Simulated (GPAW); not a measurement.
Worked example: relaxation of the atoms of LiZn3 (I4mm, 4 atoms in the cell) in GPAW.

Level of theory: LDA (Perdew-Wang 92), GPAW PAW datasets LDA (gpaw-data 1.0.1) (plane waves; GPAW).

The change in words: one atom moved by 0.15 angstrom; optimizer: default → LBFGS; fmax: default → 0.1 eV/Å. Reference geometry:
```xyz
4
Lattice="0.0000 3.0201 3.0201 3.0201 0.0000 3.0201 3.0201 3.0201 0.0000" Properties=species:S:1:pos:R:3 pbc="T T T"
Li     0.0000     0.0000     0.0000
Zn     1.5101     1.5101     1.5101
Zn     4.5302     4.5302     4.5302
Zn     3.0201     3.0201     3.0201
```

Reference input (self-consistent single point, DFT LDA (Perdew-Wang 92), plane waves, GPAW PAW datasets LDA (gpaw-data 1.0.1)): mode = pw; ecut = 800 eV; xc = LDA; kpts = 5 5 5; mesh shift (steps) = 0 0 0; occupations.name = methfessel-paxton; occupations.width = 0.1 eV; occupations.order = 0; nbands = -10; convergence.density = 1e-05 e/electron; symmetry.symmorphic = false; symmetry.tolerance = 0.0005. This run's input differs from it in these lines:

```diff
@@ -1,2 +1,3 @@
 from ase import Atoms
+from ase.optimize import LBFGS
 from ase.units import GPa
@@ -8,3 +9,3 @@
                     [3.020143, 3.020143, 0.000000]],
-              positions=[[0.000000, 0.000000, 0.000000],
+              positions=[[-0.000000, -0.000000, 0.149998],
                          [1.510072, 1.510072, 1.510072],
@@ -26,2 +27,8 @@
 
+opt = LBFGS(atoms, logfile='-')
+converged = opt.run(fmax=0.1, steps=40)
+print('Relaxation converged:', converged)
+print('Cell:', atoms.cell.cellpar().round(4))
+print(atoms.get_scaled_positions().round(5))
+
 energy = atoms.get_potential_energy()
```

Log, with long lists cut:

```
     iter     time        total  log10-change:
                         energy   eigst   dens
iter:   1 --:--:--    -9.043723
iter:   2 --:--:--    -9.104624   -0.39  -1.38
iter:   3 --:--:--    -8.655703   -0.80  -1.41
iter:   4 --:--:--    -9.077387   -1.34  -1.80
iter:   5 --:--:--    -8.618302   -1.78  -1.77
iter:   6 --:--:--    -8.567980   -1.83  -2.23
iter:   7 --:--:--    -8.566371   -3.43  -2.47
iter:   8 --:--:--    -8.568021c  -3.52  -2.46
iter:   9 --:--:--    -8.566901c  -4.00  -2.52
iter:  10 --:--:--    -8.561299c  -3.85  -2.65
iter:  11 --:--:--    -8.561581c  -4.98  -2.85
iter:  12 --:--:--    -8.558725c  -3.34  -2.84
   [... 12 lines left out ...]
iter:  25 --:--:--    -8.557876c  -4.95  -3.95
iter:  26 --:--:--    -8.557806c  -5.87  -4.16
iter:  27 --:--:--    -8.557791c  -6.06  -4.44
iter:  28 --:--:--    -8.557794c  -7.38  -4.59
iter:  29 --:--:--    -8.557796c  -7.75c -4.59
iter:  30 --:--:--    -8.557790c  -6.81  -4.56
iter:  31 --:--:--    -8.557788c  -7.06  -4.63
iter:  32 --:--:--    -8.557788c  -7.83c -4.68
iter:  33 --:--:--    -8.557788c  -8.52c -4.79
iter:  34 --:--:--    -8.557787c  -8.67c -4.86
iter:  35 --:--:--    -8.557786c  -7.03  -4.89
iter:  36 --:--:--    -8.557786c  -8.83c -5.43c
Converged after 36 iterations.

Dipole moment: (-0.000000, -0.000000, -0.699752) |e|*Ang

Energy contributions relative to reference atoms: (reference = -146563.313907)

Kinetic:         -7.579372
Potential:      +12.633799
External:        +0.000000
XC:             -13.513275
Entropy (-ST):   -0.013454
Local:           -0.092212
SIC:             +0.000000
--------------------------
Free energy:     -8.564513
Extrapolated:    -8.557786

Showing only first 2 kpts
 Kpt  Band  Eigenvalues  Occupancy
  0    16      8.17781    0.00000
  0    17      8.17782    0.00000
  0    18      8.23596    0.00000
  0    19      8.57111    0.00000

  1    16      5.55587    0.55596
  1    17      5.56262    0.49379
  1    18      6.03665    0.00000
  1    19      6.32537    0.00000

Fermi level: 5.51423

No gap
   [... lines left out ...]
Atomic positions and initial magnetic moments
Free energy:     -8.568813
Fermi level: 5.51471
No gap
Atomic positions and initial magnetic moments
Free energy:     -8.598384
Fermi level: 5.51740
No gap
Atomic positions and initial magnetic moments
Free energy:     -8.598638
   [... lines left out ...]
Relaxation converged: True
Cell: [ 4.2711  4.2711  4.2711 60.     60.     60.    ]
[[0.00805 0.00805 0.99195]
 [0.25625 0.25625 0.24375]
 [0.75625 0.75625 0.74375]
 [0.50434 0.50434 0.49566]]
Energy (eV): -8.593068
Stress tensor:
     0.031211     0.000000     0.000000
     0.000000     0.031211     0.000000
     0.000000     0.000000     0.031220
Stress (GPa, Voigt): [5.0005 5.0005 5.002  0.     0.     0.    ]
```

The run converged. GPAW prints stress with tension positive. 

Summary of the result:
```
Property                                                      Value
-------------------------------------------------------  ----------
Free energy E − TS (from the program's reference atoms)  -8.5995 eV
Fermi level (on the code's own zero)                        5.52 eV
Pressure                                                  -5.00 GPa
Largest force (vector length)                            0.049 eV/Å
Relaxation steps                                                  4
```

The starting cell comes from a database of computed structures (which also holds hypothetical and non-ambient phases and stackings), without a prior relaxation at this level. Its lattice was rescaled by up to half a per cent. For this run, on top of that: one atom moved by 0.15 angstrom. The relaxation keeps the symmetry of its start, so its end need not be a minimum.

Cost on one core of a shared machine: roughly 3 min.
